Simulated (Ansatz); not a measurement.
Base system: TiAl (space group P4/mmm, No. 123; relaxed with 0.1 eV smearing).

```
TiAl
1.0
    2.81271     0.00000     0.00000
    0.00000     2.81271     0.00000
    0.00000     0.00000     4.06160
Ti Al
1 1
Cartesian
  0.00000   0.00000   0.00000
  1.40635   1.40635   2.03080
```

Cartesian axes are those of the cell as printed.

Method: r2SCAN, PAW, 500 eV (Ansatz, an electronic-structure program; without spin-orbit coupling).

Now apply this change: compressive biaxial strain of 1.50 % in the plane normal to [001], as in epitaxy on a mismatched substrate; the out-of-plane cell vector and the atoms relax.

### Question
Predict the new out-of-plane strain.

### Answer
The out-of-plane strain comes out as +1.40 %.

### Question
How does this affect the in-plane stress?

### Answer
The mean in-plane stress (compression positive) comes out as +3.0 GPa.

No phonon test of stability was made. The final runs are not spin-polarised.
